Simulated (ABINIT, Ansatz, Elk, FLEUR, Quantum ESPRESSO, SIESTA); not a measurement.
# Code comparison for ZnSe (F-43m, 2 atoms in the cell)

Self-consistent single point.

```yaml
crystal:
  lattice:
    - [0.00000, 2.83500, 2.83500]
    - [2.83500, 0.00000, 2.83500]
    - [2.83500, 2.83500, 0.00000]
  atoms:
    - { symbol: Zn, position: [0.00000, 0.00000, 0.00000] }
    - { symbol: Se, position: [0.25000, 0.25000, 0.25000] }
```

Shared settings, as Ansatz (a quantum-chemistry and plane-wave program) writes them: kpoints.mp_grid.grid = 10 10 10; magnetization.spin_orbit = true; scf.occupations.method = fermi_dirac; scf.occupations.width = 0.01 eV. Potentials and cutoffs stand in the table.

```json
[
 {"code": "ABINIT", "model": "PBE, spin-orbit coupling, PAW (JTH v2.0 PBE PAW)", "pressure (GPa)": "2.02", "gap on the mesh (eV)": "1.163", "cutoff": "30 Ha"},
 {"code": "Ansatz", "model": "PBE with spin-orbit coupling, default PAW files", "pressure (GPa)": "1.97", "gap on the mesh (eV)": "1.158", "cutoff": "420 eV"},
 {"code": "Quantum ESPRESSO", "model": "PBE, spin-orbit coupling, PseudoDojo fully relativistic norm-conserving (PBE) pseudopotentials", "pressure (GPa)": "2.07", "gap on the mesh (eV)": "1.160", "cutoff": "90 Ry"},
 {"code": "FLEUR", "model": "PBE, all-electron FLAPW (FLEUR), scalar-relativistic valence with spin-orbit coupling in second variation", "pressure (GPa)": "–", "gap on the mesh (eV)": "1.163", "cutoff": "Kmax 4 1/bohr"},
 {"code": "SIESTA", "model": "GGA PBE with spin-orbit coupling, numerical atomic orbitals TZP, PseudoDojo PBE fully relativistic norm-conserving potentials (rewritten from UPF to PSML)", "pressure (GPa)": "–", "gap on the mesh (eV)": "1.381", "cutoff": "grid 300 Ry"},
 {"code": "Elk", "model": "PBE, spin-orbit coupling in second variation, all-electron FP-LAPW, Elk's shipped species files, default APW+lo basis", "pressure (GPa)": "–", "gap on the mesh (eV)": "1.100", "cutoff": "rgkmax 7"}
]
```

A dash marks a value that a program does not give, or that is left out as unsure.

Gaps are read on the mesh.

The spread over the programs that give each value: pressure within 0.10 GPa; gap on the mesh within 0.281 eV.

SIESTA uses small atom-centred bases, whose incompleteness enters pressures, forces and empty levels differently from a plane-wave cutoff. FLEUR and Elk treat all electrons, but the usual bases taken here (sphere radii, linearisation, local orbitals, empty states) were not tested for convergence, so the values are no reference for the others. In the gap, SIESTA (by 0.221) lies more than 0.12 eV from the median of the plane-wave programs.

The starting cell has typed, rounded lattice constants, without a prior relaxation at this level.

Keys are those of Ansatz 0.2.
